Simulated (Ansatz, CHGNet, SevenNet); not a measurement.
## NbAs (I4₁md, No. 109; start mp-2059): properties by level of theory

```tsv
level (code)	lattice constant a (Å)	lattice parameter c (Å)
CHGNet 0.3.0 (CHGNet)	3.454	11.978
SevenNet-0 (SevenNet)	___	11.813
LDA (Ansatz)	___	___
PBE (Ansatz)	3.474	___
PBEsol (Ansatz)	3.439	11.593
PBE-D3(BJ) (Ansatz)	3.440	___
```

**Question.** Complete the blanks.

**Answer.** 
- SevenNet-0 (SevenNet), lattice constant a (Å): 3.491
- LDA (Ansatz, a program for electronic structure), lattice constant a (Å): 3.418
- LDA (Ansatz), lattice parameter c (Å): 11.529
- PBE (Ansatz), lattice parameter c (Å): 11.749
- PBE-D3(BJ) (Ansatz), lattice parameter c (Å): 11.557

Caveats: the relaxation could not lower the start's symmetry, so the cell can be a saddle point above a distorted one (CHGNet 0.3.0, SevenNet-0, LDA, PBE, PBEsol, PBE-D3(BJ)). Ansatz's density-functional and Hartree–Fock values are scalar-relativistic unless marked +SOC, with PAW data made under PBE.

Computed values are for the static lattice.

A start named mp-… is a Materials Project structure, which can be a computed phase never made.
